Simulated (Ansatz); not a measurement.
## One-dimensional Be body, 31 atoms a period

All values below come from PBE (plane waves to 420 eV, PAW; Ansatz, a quantum-chemistry and plane-wave program). Mesh 1×1×18. No spin polarisation. It repeats along c; a and b span vacuum. A hypothetical model. Only distortions within the start's symmetry and period were free. On relaxing, bonds broke or formed, so the name tells the start alone. Buckling under compression is shut out by symmetry and the short period.

| Quantity | Result |
|---|---|
| period along the axis (31 atoms) | 3.549 Å |
| largest distance between nuclei across the axis | 8.57 Å |
| PBE gap | none (under 0.01 eV) |
| crossings of the Fermi level between Γ and the zone edge (49 points) | 6, each for both spins (ideal conductance 6 × 2e²/h) |
| work function (PBE) | 4.27 eV |
| axial stiffness dF/dε | 225 nN |

```yaml
crystal:
  lattice:
    - [20.50000, 0.00000, 0.00000]
    - [0.00000, 19.00000, 0.00000]
    - [0.00000, 0.00000, 3.54868]
  atoms:
    - { symbol: Be, position: [0.39899, 0.30245, 0.00000] }
    - { symbol: Be, position: [0.39307, 0.36304, 0.50000] }
    - { symbol: Be, position: [0.33931, 0.39990, 0.00000] }
    - { symbol: Be, position: [0.33661, 0.46856, 0.50000] }
    - { symbol: Be, position: [0.29093, 0.50438, 0.00000] }
    - { symbol: Be, position: [0.50000, 0.29456, 0.00000] }
    - { symbol: Be, position: [0.50000, 0.35897, 0.50000] }
    - { symbol: Be, position: [0.44705, 0.39752, 0.00000] }
    - { symbol: Be, position: [0.44452, 0.46544, 0.50000] }
    - { symbol: Be, position: [0.39126, 0.50177, 0.00000] }
    - { symbol: Be, position: [0.38680, 0.57052, 0.50000] }
    - { symbol: Be, position: [0.33510, 0.60272, 0.00000] }
    - { symbol: Be, position: [0.60101, 0.30245, 0.00000] }
    - { symbol: Be, position: [0.60693, 0.36304, 0.50000] }
    - { symbol: Be, position: [0.55295, 0.39752, 0.00000] }
    - { symbol: Be, position: [0.55548, 0.46544, 0.50000] }
    - { symbol: Be, position: [0.50000, 0.50000, 0.00000] }
    - { symbol: Be, position: [0.50000, 0.56911, 0.50000] }
    - { symbol: Be, position: [0.44421, 0.60072, 0.00000] }
    - { symbol: Be, position: [0.44354, 0.66839, 0.50000] }
    - { symbol: Be, position: [0.39194, 0.69316, 0.00000] }
    - { symbol: Be, position: [0.66069, 0.39990, 0.00000] }
    - { symbol: Be, position: [0.66339, 0.46856, 0.50000] }
    - { symbol: Be, position: [0.60874, 0.50177, 0.00000] }
    - { symbol: Be, position: [0.61320, 0.57052, 0.50000] }
    - { symbol: Be, position: [0.55579, 0.60072, 0.00000] }
    - { symbol: Be, position: [0.55646, 0.66839, 0.50000] }
    - { symbol: Be, position: [0.50000, 0.70021, 0.00000] }
    - { symbol: Be, position: [0.70907, 0.50438, 0.00000] }
    - { symbol: Be, position: [0.66490, 0.60272, 0.00000] }
    - { symbol: Be, position: [0.60806, 0.69316, 0.00000] }
```
